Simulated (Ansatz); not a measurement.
Take MgTe in the zinc blende structure (space group F-43m, No. 216) as the base.

```xyz
2
Lattice="0.0000 3.1841 3.1841 3.1841 0.0000 3.1841 3.1841 3.1841 0.0000" Properties=species:S:1:pos:R:3 pbc="T T T"
Mg     0.0000     0.0000     0.0000
Te     1.5920     1.5920     1.5920
```

Cartesian axes are those of the cell as printed.

Method: DFT with LDA, PAW potentials and a 420 eV plane-wave cutoff in Ansatz (a first-principles code), spin-orbit coupling left out.

Perturbation: the cell is scaled by 1.0250 in all directions, atoms relaxed at fixed cell.

Problem. Predict the stress tensor and what it implies for the stiffness.

Solution. Stress of the strained cell less that of the base (GPa, compression positive):
```
  -2.46    0.00    0.00
   0.00   -2.46    0.00
   0.00    0.00   -2.46
```

Then B = −ΔP/(ΔV/V₀) with ΔV/V₀ = 0.0769 gives secant stiffness values (nonlinear terms included at this strain): B ≈ 32 GPa.

As a check, the harmonic strain energy −½ V₀ Δσ:ε is 19 meV/atom; the computed energy rise is 20 meV/atom.

No phonon test of stability was made.
